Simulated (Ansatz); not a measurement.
A periodic model of amorphous Hf$_{36}$O$_{70}$:

```xyz
106
Lattice="11.6418 -0.1195 -0.0028 -0.1195 11.2551 -0.4125 -0.0028 -0.4125 11.3976" Properties=species:S:1:pos:R:3 pbc="T T T"
Hf     0.7267     7.9806     9.3364
Hf     2.5968     1.5074     6.2499
Hf     5.5197     5.4944    -0.1010
Hf    11.2422     6.1489     0.6661
Hf     3.3987    10.2099     7.6368
Hf     9.7015     0.8694     8.7482
Hf     3.1925     1.1298     1.5906
Hf     6.8343     9.0991     5.3489
Hf     9.2393     0.6827     2.5884
Hf     0.7523     2.0141     3.5170
Hf     9.0731     6.0730     5.4349
Hf     5.8920     6.7347     3.1981
Hf     8.9868     8.8859    10.7307
Hf     3.6180     6.8147     5.6626
Hf     6.1872     1.3445     6.6652
Hf    -0.0222     7.4574     5.7026
Hf     6.2422     1.6465     1.2999
Hf     6.4789    10.4605     8.9672
Hf     6.9839     2.5965     9.7609
Hf     1.5869     0.5422    10.0828
Hf    10.4372    10.7320     4.8951
Hf     4.0300     4.2644     7.9669
Hf    10.5097     3.0003     0.2184
Hf     7.5119     5.9151     8.2577
Hf     4.1706     7.3318     9.0509
Hf     1.8948    10.0982     3.9464
Hf     9.4559     2.9865     5.7776
Hf     8.0022     4.4894     2.5508
Hf     4.3962     3.7113     4.1966
Hf     6.2495     9.5203     1.2355
Hf     9.0511     8.1918     2.8710
Hf     2.4378     4.2220     0.3747
Hf     1.0795     4.4171     5.9158
Hf     2.9058     7.2947     2.2919
Hf     9.1854     8.7166     7.4011
Hf     0.1158    10.0351     1.0618
O      9.7228     4.7598     1.1222
O      7.6399     1.0463     8.3615
O      3.8618     5.4377     1.1329
O      4.7332     9.3052     9.0439
O      1.8165     9.9088     8.9847
O      9.4251    10.1200     3.1426
O     11.3688     8.1156     7.5756
O      2.3184     3.1143     4.6562
O      8.8848    10.2325     9.1831
O      3.7412     4.3480    10.0244
O     10.0761    10.6780     6.9059
O      6.5018     0.7881    10.7253
O      8.9071     9.1247     5.2589
O      5.6658     2.9531     8.1776
O     11.2153     8.9899    10.5078
O      8.6753     7.4876     9.1157
O     10.9639     5.2783     6.1981
O      6.1827    10.9010     5.1795
O      2.4425     0.8716     8.2167
O      1.6119     0.0780     0.6268
O      0.4316     4.2844    -0.1485
O      4.7737     8.0392     1.8951
O      0.2629     9.3900     4.9156
O      7.8213     7.1991     6.5778
O      8.4603     4.6997     6.9731
O      2.6146     0.6197     3.4174
O      1.6390     6.1970     5.2353
O     10.4235     7.0778     4.0459
O      0.1823    -0.0536     3.1735
O      5.1638     0.1470     8.1174
O      7.3154     0.0315     2.1809
O     10.6489     7.9902     1.4107
O      2.2604     3.3908     7.3090
O      2.8560     1.8028    11.0884
O      1.4236     6.1028     1.4631
O      9.7790     1.2207     4.5380
O      2.9965    10.7364     5.6233
O      1.9480     2.9153     1.9860
O      5.4973     7.5284     5.0964
O      7.6320     2.2729     5.7624
O      7.9675     6.5130     3.6318
O      5.4907     5.9594     8.0266
O     11.4588     3.1739     4.7667
O      6.1039     3.4613     0.1962
O     10.2601     2.2147     7.4332
O      4.5463     2.1288     5.6188
O      6.9377     9.4133    10.7266
O      0.8535     0.8377     5.4251
O      8.0255     2.4811     2.0704
O      4.2336     4.8223     5.9128
O      3.4288     8.2479     7.0792
O      6.8938     8.7577     3.1894
O      7.1684     4.6657     9.8487
O      6.1834     4.5155     3.6367
O      8.0888     8.4649     1.0153
O      2.4754     7.3939    10.0345
O      9.8025    10.7950     0.6313
O      9.0734     4.2955     4.2008
O     11.3521     1.1197    10.1273
O      2.8472     8.2744     4.1433
O      9.0019     2.3040    10.2852
O      4.8661    -0.0370     1.3093
O      7.1839     9.4717     7.3484
O      3.9203     5.9484     3.6158
O      1.7115     9.0541     2.0125
O      5.4048     6.9143    10.5733
O     10.7969     2.0482     1.9556
O      4.6812     2.4169     2.4274
O     11.3996     6.3335    10.2558
O      6.7602     5.8648     1.4747
```

The numbers are results of PBE, scalar-relativistic without spin-orbit coupling (plane waves to 420 eV, PAW; Ansatz, a first-principles code), not measurements. The usual formal charges leave 4 electrons over, so the level spacing at the Fermi energy parts defect or band states and needn't be the band gap.

It comes from a melt-quench run on a machine-learned potential (CHGNet), relaxed afterwards by DFT. O atoms were pushed apart under 1.9 Å during the dynamics, to hinder bonds among them. The hot cell started wider than the set density and was brought back towards it in steps. It is the lowest in DFT energy of 4 quenches. It is a model cell: composition and starting density were chosen by hand, and all elements were melted together. No dispersion term was used. Its density started from a set value of 8.40 and ended at 8.40 g/cm³. The simulated quench (nominally 120 K/ps over its main leg) is rapid and tends to freeze in more defects than a deposited or slowly cooled glass has. A cell of this size samples the disorder only roughly. The volume was held where the preparation left it and the shape relaxed, at a PBE pressure of -2.1 GPa (tension). Stress components on the final sampling reach 2.1 GPa.

Cut-offs for bonds: Hf-Hf 3.34 Å, Hf-O 2.62 Å, O-O 1.58 Å. Two cations that share two anions don't count as bonded, nor two that share one unless they lie closer than Hf-Hf 3.25 Å.

Give the coordination numbers, mean bond lengths and angles.


The mean coordination of Hf by anions is 5.94 (9 with 5, 20 with 6, 7 with 7) and the mean coordination of O is 3.06 (6 with 2, 54 with 3, 10 with 4). The mean Hf-O bond is 2.137 Å (spread 0.112 Å, 214 counted). The bond angle at Hf comes out as mean 103.2°, spread 28.8° and the bond angle at O is mean 115.5°, spread 18.4°.

List the pairs of like atoms that count as bonded by the rules above.

There are none by these rules.
